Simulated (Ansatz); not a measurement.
Cl on the 1x1 (110) surface of bcc W, one in a 2x2 cell, started at the site 'hollow W-W-W'

All values below come from PBE (plane waves to 420 eV, PAW; Ansatz, an electronic-structure program).

Model: 17-atom slab, 6.6 Å thick at the start under the adsorbate (thin: gaps and levels are the slab's own), 6x6x1 mesh, Fermi-Dirac 0.1 eV, dipole correction, 8 atoms held, the rest relaxed; held to the start's symmetry, so lower structures may exist; no spin, no spin-orbit, no U, no dispersion correction. At the end it is bonded to 3 W. In PBE it is, or lies within 0.03 eV of, the lowest of the starts that converged.

```json
{
 "adsorption energy against ½ Cl2(g)": "-60.4 kcal/mol",
 "work_function_of_the_top_face": "4.44 eV",
 "change_of_the_work_function": "-0.38 eV",
 "change_of_the_step_from_the_bottom_to_the_top_vacuum_level_against_the_clean_slab": "-0.37 eV",
 "energy_released_by_relaxation": "0.20 eV",
 "height of the binding atom over the mean of the host atoms within 0.3 Å of the top one": "1.941 Å",
 "nearest_host_atoms_of_the_binding_atom": "W at 2.48 Å, W at 2.62 Å, W at 2.62 Å",
 "largest_move_of_a_host_atom": "0.08 Å",
 "cost": "roughly 14 core-minutes"
}
```

A negative adsorption energy means that the adsorbate is more stable on the surface than in its reference.
